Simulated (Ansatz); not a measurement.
## A computed series for SiC: pressure series

The reference is SiC (space group P6_3mc, No. 186; a = 3.078 Å, c = 10.076 Å).

Cell and atoms are relaxed at each pressure.

All numbers come from Ansatz (a first-principles code), PBEsol, PAW, cutoff 420 eV, no SOC.

| variant | band gap | shortest interatomic distance |
|---|---|---|
| base | 2.12 eV | 188.3 pm |
| pressure −2 GPa | 2.11 eV | [?] |
| pressure −1 GPa | 2.12 eV | 188.6 pm |
| pressure 3 GPa | 2.12 eV | 187.5 pm |
| pressure 7 GPa | 2.12 eV | 186.5 pm |
| pressure 15 GPa | 2.13 eV | 184.6 pm |
| pressure 30 GPa | 2.13 eV | 181.6 pm |
| pressure 50 GPa | 2.14 eV | 178.3 pm |
| pressure 75 GPa | 2.14 eV | 174.9 pm |
| pressure 100 GPa | 2.15 eV | [?] |

### Question
Some entries are withheld; estimate them.

### Answer

- pressure −2 GPa, shortest interatomic distance: 188.9 pm
- pressure 100 GPa, shortest interatomic distance: 172.1 pm

Load acts through the strain it causes; cell and atoms are relaxed under it. Whether these cells are dynamically stable was not tested. Competing high-pressure phases were not computed.
